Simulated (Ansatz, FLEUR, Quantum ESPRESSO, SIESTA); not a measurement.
**One structure in several programs: Lu2AlCo3 (R-3m, 6 atoms in the cell)**

Self-consistent single point, at a second geometry (lattice scaled by 0.98). First geometry:

```
CELL_PARAMETERS angstrom
      2.59551     1.49852     3.79453
     -2.59551     1.49852     3.79453
      0.00000    -2.99704     3.79453
ATOMIC_POSITIONS crystal
  Lu 0.37115 0.37115 0.37115
  Lu 0.62885 0.62885 0.62885
  Al 0.00000 0.00000 0.00000
  Co 0.50000 0.00000 0.00000
  Co 0.00000 0.50000 0.00000
  Co 0.00000 0.00000 0.50000
```

Shared settings, as Ansatz (a program for electronic structure) writes them: kpoints.mp_grid.grid = 6 6 6; scf.occupations.method = fermi_dirac; scf.occupations.width = 0.0073 Ry. Potentials and cutoffs stand in the table.

```tsv
code	model	ΔF from the first geometry (meV/atom)	pressure (GPa)	largest force (eV/Å)	cutoff
SIESTA	GGA PBEsol, numerical atomic orbitals DZP, PseudoDojo PBEsol standard norm-conserving potentials (rewritten from UPF to PSML)	10.0	6.83	0.149	grid 300 Ry
FLEUR	PBEsol, all-electron FLAPW (FLEUR), scalar-relativistic valence	24.1	–	–	Kmax 4.4 1/bohr
Ansatz	PBEsol, PAW files made with PBE	20.9	8.61	0.274	default
Quantum ESPRESSO	PBEsol, PSlibrary ultrasoft (PBE) pseudopotentials	16.6	7.09	0.220	50 Ry
```

For Quantum ESPRESSO (by 0.6 GPa) the energy change implies a higher mean pressure, against the two pressures, than for the other programs: a sign of finite-basis (Pulay) stress.

A dash marks a value that a program does not give, or that is left out as unsure.

On Ansatz's run: spin-orbit coupling is off. Spin polarisation is off.

The spread over the programs that give each value: ΔF from the first geometry within 14.1 meV/atom; pressure within 1.78 GPa; largest force within 0.125 eV/Å.

SIESTA uses small atom-centred bases, whose incompleteness enters pressures, forces and empty levels differently from a plane-wave cutoff. FLEUR treats all electrons, but the usual bases taken here (sphere radii, linearisation, local orbitals, empty states) were not tested for convergence, so the values are no reference for the others. Ansatz's pressure is given at a fixed set of plane waves, as the other plane-wave codes print theirs; with its correction for the finite basis it is 8.71 GPa. In the pressure, SIESTA (by 1.02) lies more than 1 GPa from the median of the plane-wave programs. In the force vectors, SIESTA (by 0.097) lies more than 0.08 eV/Å from the median of the plane-wave programs.

The starting cell comes from a database of computed structures (which also holds hypothetical and non-ambient phases and stackings), without a prior relaxation at this level. Its lattice was rescaled by a random factor within 2.5 % of one. For this run, on top of that: lattice scaled by 0.98.

Keys are those of Ansatz 0.2.
